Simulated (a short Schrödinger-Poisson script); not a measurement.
**Symmetric double-gate stack, SiO2 on p-type Si(100)**

Stack: symmetric double-gate stack, SiO2 on p-type Si(100), at 77 K.

| layer | material | thickness (nm) | Na (cm⁻³) |
|---|---|---|---|
| 1 | SiO2 | 3.1 | - |
| 2 | Si | 8 | 4e15 |
| 3 | SiO2 | 3.1 | - |

Constants are typed, rounded textbook-type inputs, not results; the design itself was drawn at random and stands for no fabricated device. SiO2: permittivity 3.9, conduction-band edge (eV) 3.15, gap (eV) 9, electron mass (mₑ) 0.5. Si: permittivity 11.7, conduction-band edge (eV) 0, gap (eV) 1.124, Nv at 300 K (cm⁻³) 3.1e19.

Channel valleys (confinement mass, in-plane density-of-states mass, number): Δ2 0.916, 0.19, 2; Δ4 0.19, 0.417, 4. At the gates, both at one voltage, the conduction-band edge of layer 1 lies 3.31 eV − eVg above the Fermi level of the channel. Gaps are held at their typed values at every temperature. Mesh 0.03 nm at interfaces.

Solved with a short Schrödinger-Poisson script written for these runs: 1D Poisson equation in equilibrium, electrons quantum, Hartree (BenDaniel-Duke, 12 states a valley, the channel's in-plane mass for all, wave functions free to enter the dielectric), parabolic valleys, classical holes, full ionisation, no traps, pinning or gate leakage.

| Vg (V) | electrons (cm⁻²) | C (μF/cm²) | Δ2 E0 (meV) | Δ2 E1 (meV) | Δ4 E0 (meV) | Δ4 E1 (meV) |
|---|---|---|---|---|---|---|
| 0.1 | 6.15e7 | < 0.003 | 66.4 | 84.9 | 85.8 | 162.4 |
| 0.2 | 4.52e11 | 1.53 | 6.7 | 23.5 | 25.8 | 100.5 |
| 0.3 | 1.49e12 | 1.74 | -2.5 | 11.1 | 16.6 | 87.5 |
| 0.4 | 2.60e12 | 1.81 | -7.2 | 3.8 | 12.2 | 79.9 |
| 0.5 | 3.75e12 | 1.86 | -10.6 | -1.7 | 9.5 | 74.3 |
| 0.6 | 4.92e12 | 1.89 | -13.4 | -6.2 | 7.5 | 69.8 |
| 0.7 | 6.10e12 | 1.91 | -16.1 | -10.2 | 5.9 | 66.0 |
| 0.8 | 7.30e12 | 1.92 | -18.7 | -13.9 | 4.5 | 62.7 |
| 0.9 | 8.50e12 | 1.94 | -21.3 | -17.3 | 3.2 | 59.6 |
| 1 | 9.71e12 | 1.95 | -23.8 | -20.5 | 2.1 | 56.8 |
| 1.1 | 1.09e13 | 1.96 | -26.4 | -23.7 | 1.1 | 54.2 |
| 1.2 | 1.22e13 | 1.96 | -29.0 | -26.7 | 0.1 | 51.7 |
| 1.3 | 1.34e13 | 1.97 | -31.6 | -29.7 | -0.9 | 49.4 |
| 1.4 | 1.46e13 | 1.98 | -34.2 | -32.6 | -1.8 | 47.1 |
| 1.5 | 1.58e13 | 1.98 | -36.9 | -35.5 | -2.7 | 44.9 |
| 1.6 | 1.71e13 | 1.99 | -39.5 | -38.3 | -3.5 | 42.8 |

Gate voltages with under 1e6 electrons/cm² are left out.

Subbands count from the Fermi level. The capacitance is that of both gates.
